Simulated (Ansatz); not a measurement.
Defect: interstitial N in monoclinic HfO2, charge state -1. The step: a concerted move, in which N travels most; the atom moves 2.62 Å along (0.51, -0.01, 0.12) of the unit cell; at the start the N atom holds a host O site and a host atom stands off its site; at the end the N atom holds a host O site and a host atom stands off its site; the moving atom starts with neighbours Hf at 2.12; O at 1.43 Å and ends with Hf at 2.10, 2 Hf at 2.16; O at 1.51 Å. A PBE band in Ansatz (plane-wave PAW, the Γ point alone, 96 host sites, 281 SCF runs with any check of the saddle's order, static, no finite-size correction) gives a forward barrier of 1.58 eV. The check of the saddle point's order was inconclusive. The charge state is imposed; whether it is stable for some Fermi level was not computed. Sites that were not tried may lie lower. The start lies 0.23 eV above the lowest site run (PBE).

Single points at the band's start and saddle point can refine it. Rough cost of one point, in units of the band's mean SCF on the same machine:

```csv
Level,Cost of one point
"PBE, a 2×2×2 k-point mesh shifted by half a step",about 9
"r2SCAN at 500 eV, the Γ point alone",about 2
```

Question: Which of these move the barrier by more than 0.1 eV, and how far does each move it?

Answer: Not one does. PBE, a 2×2×2 k-point mesh shifted by half a step: +0.02 eV; r2SCAN at 500 eV, the Γ point alone: +0.05 eV. Each functional is compared with PBE at the same k-points.

Ansatz is a program for electronic structure.
